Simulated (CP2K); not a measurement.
A self-consistent single point of HgTe (P3_221, 6 atoms in the cell) with CP2K.

Method: PBEsol, GPW, TZVP-MOLOPT-SR-GTH basis, GTH-PBE potentials (GTH_POTENTIALS) run with CP2K 2026.2.

```
HgTe
1.0
    4.58273     0.00000     0.00000
   -2.29136     3.96876     0.00000
    0.00000     0.00000    10.22898
Hg Te
3 3
Cartesian
  1.57719   2.73178   0.00000
  1.42834   0.00000   6.81932
 -0.71417   1.23698   3.40966
  1.17712   2.03883   5.11449
  2.22849   0.00000   1.70483
 -1.11424   1.92993   8.52415
```

Reference input (self-consistent single point, DFT PBEsol, GPW, TZVP-MOLOPT-SR-GTH basis, GTH-PBE potentials (GTH_POTENTIALS)): CUTOFF = 500 Ry; REL_CUTOFF = 50 Ry; SMEAR/METHOD = FERMI_DIRAC; ELECTRONIC_TEMPERATURE = 116.05 K; KPOINTS/SCHEME = MONKHORST-PACK 5 5 2; GAMMA_CENTERED = T; XC_FUNCTIONAL = PBE:PBESOL; Hg/BASIS_SET = TZVP-MOLOPT-SR-GTH; Hg/POTENTIAL = GTH-PBE-q12; Te/BASIS_SET = TZVP-MOLOPT-SR-GTH; Te/POTENTIAL = GTH-PBE-q6; METHOD = GPW. This run's input differs from it in these lines:

```diff
@@ -40,3 +40,3 @@
     &KPOINTS
-      SCHEME MONKHORST-PACK 5 5 2
+      SCHEME MONKHORST-PACK 3 3 2
       GAMMA_CENTERED T
```

Output (repeated stretches shortened):

```
 SCF WAVEFUNCTION OPTIMIZATION

  Step     Update method      Time    Convergence         Total energy    Change
     1 NoMix/Diag. 0.30E+00      -     1.63933848      -147.9448444136 -1.48E+02
     2 Broy./Diag. 0.30E+00      -     0.03617020      -149.6529632234 -1.71E+00
     3 Broy./Diag. 0.30E+00      -     0.10605403      -148.5487521766  1.10E+00
     4 Broy./Diag. 0.30E+00      -     0.02430766      -147.6063840905  9.42E-01
     5 Broy./Diag. 0.30E+00      -     0.00976060      -147.6102948516 -3.91E-03
     6 Broy./Diag. 0.30E+00      -     0.00184964      -147.6531417941 -4.28E-02
   [... 10 lines left out ...]
    17 Broy./Diag. 0.30E+00      -     0.00000045      -147.6116898118 -1.77E-06
    18 Broy./Diag. 0.30E+00      -     0.00000021      -147.6116903540 -5.42E-07
    19 Broy./Diag. 0.30E+00      -     0.00000011      -147.6116896219  7.32E-07
    20 Broy./Diag. 0.30E+00      -     0.00000004      -147.6116884608  1.16E-06
  *** SCF run converged in    20 steps ***

  Overlap energy of the core charge distribution:               0.00000003975802
  Self energy of the core charge distribution:               -266.78291886569423
  Core Hamiltonian energy:                                     76.15154263904201
  Hartree energy:                                              66.01236143038599
  Exchange-correlation energy:                                -22.99267370427792
  Electronic entropic energy:                                  -0.00000000000000
  Fermi energy:                                                 0.19242079191362

  Total energy:                                              -147.61168846078613
  Total energy (extrapolated to T->0):                       -147.61168846078613

                     Mulliken Population Analysis

   [... lines left out ...]

 STRESS| Analytical stress tensor [bar]
 STRESS|                        x                   y                   z
 STRESS|      x        2.75175491878E+04   5.16602878797E-01   3.41151001754E-01
 STRESS|      y        5.16602878797E-01   2.75184588437E+04  -2.01257422694E-01
 STRESS|      z        3.41151001754E-01  -2.01257422694E-01   2.29065689558E+04
 STRESS| 1/3 Trace                                             2.59808589958E+04
```

The run converged in 20 iterations. Against the reference run the free energy goes up by 23.5 meV/atom, the pressure goes from 2.32 to 2.60 GPa, the largest force goes from 0.711 to 0.723 eV/Å and the gap on the mesh goes from 0.694 to 0.679 eV.

The starting cell comes from a database of computed structures (which also holds hypothetical and non-ambient phases and stackings), without a prior relaxation at this level. Its lattice was rescaled by a random factor within 2.5 % of one. Spin-orbit coupling is off. Values carry the incompleteness of an atom-centred basis. The potentials were made for another functional than the one used.

Cost on one core of a shared machine: roughly 40 s.
